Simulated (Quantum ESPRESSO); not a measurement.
Quantum ESPRESSO is run on TaN (Fm-3m, 2 atoms in the cell), and the run fails. The aim is a self-consistent single point with DFT, PBEsol, plane waves, SSSP 1.1.2 efficiency (PBE) pseudopotentials.

Cell that was meant: a = 3.1123 Å, b = 3.1123 Å, c = 3.1123 Å, α = 60.00°, β = 60.00°, γ = 60.00°.

Part of the input:

```fortran
    degauss = 0.0036749
    input_dft = 'pbesol'
/
ATOMIC_SPECIES
Ta   180.9479  Ta_pbe_v1.uspp.F.UPF
N     14.0070  N.pbe-n-radius_5.UPF
ATOMIC_POSITIONS {crystal}
```

Output (repeated stretches shortened):

```
     This program is part of the open-source Quantum ESPRESSO suite
     for quantum simulation of materials; please cite

 %%%%%%%%%%%%%%%%%%%%%%%%%%%%%%%%%%%%%%%%%%%%%%%%%%%%%%%%%%%%%%%%%%%%%%%%%%%%%%
     Error in routine  read_namelists (1):
      bad line in namelist &electrons: "   2.2007110000     2.2007110000     0.0000000000" (error could be in the previous line)
 %%%%%%%%%%%%%%%%%%%%%%%%%%%%%%%%%%%%%%%%%%%%%%%%%%%%%%%%%%%%%%%%%%%%%%%%%%%%%%

     stopping ...
```

Read the log: what does the program object to, and what is the fix?

The fault is a required namelist left out. The program reads the namelists in a fixed order, even empty ones. To fix it, add the namelist. The program stopped before any SCF iteration.

The sound input it was made from differs as follows (other fixes are possible):
```diff
+&ELECTRONS
+    conv_thr = 1.0e-11
+    mixing_beta = 0.5
+/
```

With that input, the run converged in 15 iterations: free energy E − TS -2201.8923 eV; Fermi level (on the code's own zero) 21.57 eV; pressure -6.42 GPa (DFT, PBEsol, plane waves, SSSP 1.1.2 efficiency (PBE) pseudopotentials).

On the sound input: the starting cell comes from a database of computed structures (which also holds hypothetical and non-ambient phases and stackings), without a prior relaxation at this level. Its lattice was rescaled by a random factor within 2.5 % of one. Spin polarisation is off. With a pressure of about -6 GPa the cell is away from its equilibrium volume at this level.
